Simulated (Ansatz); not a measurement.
Formation energy of the bound charge states of S on the Si site in silicon (start: the Si site; 64-site cell, 2×2×2 shifted sampling) against the Fermi level, impurity bounded by its compound with the host (Δμ(Si) = 0.00 eV, Δμ(S) = -1.03 eV, bounded by SiS2 (Ibam); only phases computed here count, gases as isolated molecules at 0 K). Calculation: PBE, PAW (plane waves to 420 eV; Ansatz, a quantum-chemistry and plane-wave program).

Cell and caveats: 64-site cell; 2×2×2 shifted k-points; host gap 0.61 eV; charged states image-corrected; energies good to tenths of an eV.

Left out: charge +2 (level within 0.1 eV of a band edge or past it); charge −1 (carrier in host band states).

| E_F − E_VBM (eV) | q = +1 | q = 0 |
|---|---|---|
| 0.00 | 1.83 | 2.21 |
| 0.08 | 1.90 | 2.21 |
| 0.15 | 1.98 | 2.21 |
| 0.23 | 2.05 | 2.21 |
| 0.30 | 2.13 | 2.21 |
| 0.38 | 2.21 | 2.21 |
| 0.46 | 2.28 | 2.21 |
| 0.53 | 2.36 | 2.21 |
| 0.61 | 2.43 | 2.21 |

Crossings of the lowest lines: (+1/0) at 0.38 eV.
